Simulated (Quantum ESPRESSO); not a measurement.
Habitual settings against a tight run: Sc (I4/mmm, 1 atom in the cell)

Self-consistent single point.

```
Sc
1.0
    1.89650    -1.89650     1.69905
    1.89650     1.89650     1.69905
   -1.89650    -1.89650     1.69905
Sc
1
Direct
  0.00000   0.00000   0.00000
```

Method of the run: PBEsol, PSlibrary ultrasoft (PBE) pseudopotentials (plane waves; Quantum ESPRESSO).

Base settings: ecutwfc = 55 Ry; ecutrho = 440 Ry; occupations = smearing; smearing = gauss; degauss = 0.0099958 Ry; input_dft = pbesol; potentials = {Sc: Sc.pbe-spn-rrkjus_psl.1.0.0.UPF}; K_POINTS = automatic 17 17 17 0 0 0; conv_thr = 1e-10 Ry.

Tight run (finer mesh or higher cutoff; not a proven limit): ecutwfc: 55 Ry → 77 Ry; ecutrho: 440 Ry → 616 Ry; conv_thr: 1e-10 Ry → 7.3e-11 Ry; K_POINTS: automatic 17 17 17 0 0 0 → automatic 23 23 23 0 0 0. It gave Fermi level (on the code's own zero) 9.36 eV; pressure -1.37 GPa.

Quick runs, as changes from the base:
- A: the base itself
- B: ecutwfc: 55 Ry → 28 Ry; ecutrho: 440 Ry → 224 Ry; K_POINTS: automatic 17 17 17 0 0 0 → automatic 2 2 2 1 1 1
- C: K_POINTS: automatic 17 17 17 0 0 0 → automatic 4 4 4 0 0 0
- D: ecutwfc: 55 Ry → 28 Ry; ecutrho: 440 Ry → 224 Ry; K_POINTS: automatic 17 17 17 0 0 0 → automatic 8 8 8 1 1 1
- E: ecutwfc: 55 Ry → 38 Ry; ecutrho: 440 Ry → 304 Ry; input_dft: pbesol → default; conv_thr: 1e-10 Ry → 7.3e-05 Ry; pseudopotentials: {Sc: Sc.pbe-spn-rrkjus_psl.1.0.0.UPF} → {Sc: Sc.pz-spn-rrkjus_psl.1.0.0.UPF}; K_POINTS: automatic 17 17 17 0 0 0 → automatic 8 8 8 0 0 0 [LDA (PZ)]
- F: ecutwfc: 55 Ry → 44 Ry; ecutrho: 440 Ry → 352 Ry; input_dft: pbesol → default; pseudopotentials: {Sc: Sc.pbe-spn-rrkjus_psl.1.0.0.UPF} → {Sc: Sc.pz-spn-rrkjus_psl.1.0.0.UPF}; K_POINTS: automatic 17 17 17 0 0 0 → automatic 6 6 6 1 1 1 [LDA (PZ)]

Energies are extrapolated to zero smearing width, which holds to low order in the width alone (under cold and Methfessel-Paxton smearing the free energy itself is taken).

Dashes: energy of E, F, another energy zero; pressure of E, not trusted under this conv_thr with d or f elements.

† marks runs with another functional, U, potentials or spin treatment: their distance from the tight run is not a convergence error alone.

The count of work is k-points × plane waves × bands × iterations; it is no time. 

The starting cell comes from a database of computed structures (which also holds hypothetical and non-ambient phases and stackings), without a prior relaxation at this level. Its lattice was rescaled by a random factor within 2.5 % of one.

```
run  energy less tight (meV/atom)  pressure less tight (GPa)  count of work / tight
---  ----------------------------  -------------------------  ---------------------
A                            44.2                      -0.54                   0.24
B                          1761.5                     -42.18                0.00041
C                            12.3                      -0.75                 0.0078
D                          1676.5                     -52.11                 0.0088
E†                              –                          –                 0.0055
F†                              –                      -2.26                 0.0076
```

Among the runs at the tight run's level, the energy misses run from 12.3 to 1761.5 meV/atom.
